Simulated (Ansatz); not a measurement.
Consider CoSn (space group P6/mmm, No. 191; a = 5.2416 Å, c = 4.1879 Å; non-magnetic). Axes: x lies along a and z along c of the hexagonal cell.

All numbers come from r2SCAN (Ansatz, a first-principles code; PAW; 500 eV plane waves; no spin-orbit coupling).

For the base:

The pressure is 0.0 GPa and the shortest interatomic distance is 2.583 Å.

Perturbation: tensile biaxial strain of 2.19 % in the plane normal to [001], as in epitaxy on a mismatched substrate; the out-of-plane cell vector and the atoms relax.

What happens to the pressure and shortest interatomic distance?

The pressure (mean of the normal stresses, compression positive) goes from zero to -4.2 GPa; the shortest interatomic distance stays essentially unchanged (2.583 Å against 2.585 Å).

Without a gap, meshes like the base's 10×10×11 leave anisotropic stresses uncertain by several tenths of a GPa, and small strain energies with them. No phonon test of stability was made. Starting moments died away, wholly or in part, for the base; another magnetic solution may exist. The final runs are not spin-polarised.
